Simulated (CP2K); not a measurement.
Worked example: self-consistent single point of BaC2 (P1, 3 atoms in the cell) in CP2K.

Method: LDA (Pade form), GPW, DZVP-MOLOPT-SR-GTH basis, GTH-PADE potentials (GTH_POTENTIALS) (CP2K 2026.2).

The change in words: lattice scaled by 0.98. Reference geometry:
```
BaC2
1.0
    4.78754     0.00000     0.00000
    0.73076     4.73144     0.00000
   -2.75915    -2.36572     3.11625
Ba C
1 2
Direct
  0.99471   0.00604   0.98935
  0.57533   0.57106   0.98132
  0.42996   0.42290   0.02932
```

Reference input (self-consistent single point, DFT LDA (Pade form), GPW, DZVP-MOLOPT-SR-GTH basis, GTH-PADE potentials (GTH_POTENTIALS)): CUTOFF = 500 Ry; REL_CUTOFF = 50 Ry; KPOINTS/SCHEME = MONKHORST-PACK 6 6 7; GAMMA_CENTERED = T; XC_FUNCTIONAL = PADE; Ba/BASIS_SET = DZVP-MOLOPT-SR-GTH; Ba/POTENTIAL = GTH-PADE-q10; C/BASIS_SET = DZVP-MOLOPT-SR-GTH; C/POTENTIAL = GTH-PADE-q4; METHOD = GPW; EPS_DEFAULT = 1e-10; NGRIDS = 5. This run's input differs from it in these lines:

```diff
@@ -59,4 +59,4 @@
     &CELL
-      ABC 4.78754200 4.78754180 4.78754188
-      ALPHA_BETA_GAMMA 125.19206334 125.19206457 81.22015193
+      ABC 4.69179100 4.69179069 4.69179067
+      ALPHA_BETA_GAMMA 125.19206519 125.19205343 81.22016081
       PERIODIC XYZ
@@ -64,5 +64,5 @@
     &COORD
-      Ba       0.00846569     0.05375864    -0.03318181
-      C        3.22324657     2.74612421    -0.05819905
-      C        2.28659653     1.93155915     0.09138086
+      Ba       0.00829637     0.05268347    -0.03251817
+      C        3.15878109     2.69120164    -0.05703507
+      C        2.24086424     1.89292789     0.08955324
     &END COORD
```

Log, with long lists cut:

```
 SCF WAVEFUNCTION OPTIMIZATION

  Step     Update method      Time    Convergence         Total energy    Change
     1 NoMix/Diag. 0.40E+00      -     1.67656369       -36.8518994766 -3.69E+01
     2 Broy./Diag. 0.40E+00      -     0.07089077       -36.3610193089  4.91E-01
     3 Broy./Diag. 0.40E+00      -     0.02037461       -36.8525877672 -4.92E-01
     4 Broy./Diag. 0.40E+00      -     0.00808636       -36.9299343572 -7.73E-02
     5 Broy./Diag. 0.40E+00      -     0.00251329       -36.9246623478  5.27E-03
     6 Broy./Diag. 0.40E+00      -     0.00068449       -36.9318336015 -7.17E-03
   [... 4 lines left out ...]
    11 Broy./Diag. 0.40E+00      -     0.00000109       -36.9303515340 -8.33E-06
    12 Broy./Diag. 0.40E+00      -     0.00000012       -36.9303464591  5.07E-06
    13 Broy./Diag. 0.40E+00      -     0.00000010       -36.9303459652  4.94E-07
    14 Broy./Diag. 0.40E+00      -     5.9538E-09       -36.9303459134  5.18E-08
  *** SCF run converged in    14 steps ***

  Overlap energy of the core charge distribution:               0.00001855223770
  Self energy of the core charge distribution:                -78.11777324913407
  Core Hamiltonian energy:                                     18.20752730156257
  Hartree energy:                                              30.05051137545804
  Exchange-correlation energy:                                 -7.07062989354890

  Total energy:                                               -36.93034591342468

                     Mulliken Population Analysis

 #  Atom  Element  Kind  Atomic population                           Net charge
       1     Ba       1          9.520025                              0.479975
       2     C        2          4.240715                             -0.240715
   [... lines left out ...]

 STRESS| Analytical stress tensor [bar]
 STRESS|                        x                   y                   z
 STRESS|      x        2.88658353173E+04   3.85614185540E+04  -1.23574051485E+04
 STRESS|      y        3.85614185540E+04   1.82535003162E+04  -1.04335102847E+04
 STRESS|      z       -1.23574051485E+04  -1.04335102847E+04  -1.17364878238E+04
 STRESS| 1/3 Trace                                             1.17942826032E+04
```

The run converged in 14 iterations. Against the reference run the free energy falls by 9.5 meV/atom, the pressure goes from -3.16 to 1.18 GPa, the largest force goes from 0.635 to 2.579 eV/Å and the gap on the mesh goes from 1.570 to 1.397 eV.

The starting cell comes from a database of computed structures (which also holds hypothetical and non-ambient phases and stackings), without a prior relaxation at this level. Its atoms were displaced at random from the sites of space group no. 139. For this run, on top of that: lattice scaled by 0.98. Values carry the incompleteness of an atom-centred basis. Forces in this geometry exceed 1 eV/Å.

Cost on one core of a shared machine: roughly 50 s.
